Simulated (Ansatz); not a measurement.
Results of BLYP (PAW; Ansatz, a program for electronic structure) for C11b MoSi₂.

Run with plane-wave cutoff 520 eV, 24×24×24 k mesh, Fermi–Dirac smearing 0.05 eV, no spin polarisation, scalar-relativistic PAW data made under PBE.

Response to compression and expansion:

Shape and atoms are relaxed at each volume.

```json
[
 {"V (Å³/atom)": "13.680", "P (GPa)": "7.58", "c (Å)": "7.867", "a (Å)": "3.230"},
 {"V (Å³/atom)": "13.965", "P (GPa)": "3.58", "c (Å)": "7.915", "a (Å)": "3.254"},
 {"V (Å³/atom)": "14.250", "P (GPa)": "0.00", "c (Å)": "7.962", "a (Å)": "3.277"},
 {"V (Å³/atom)": "14.535", "P (GPa)": "-3.19", "c (Å)": "8.008", "a (Å)": "3.300"},
 {"V (Å³/atom)": "14.820", "P (GPa)": "-6.03", "c (Å)": "8.055", "a (Å)": "3.323"}
]
```

Note: the bulk modulus comes from volumes at which shape and atoms were relaxed.
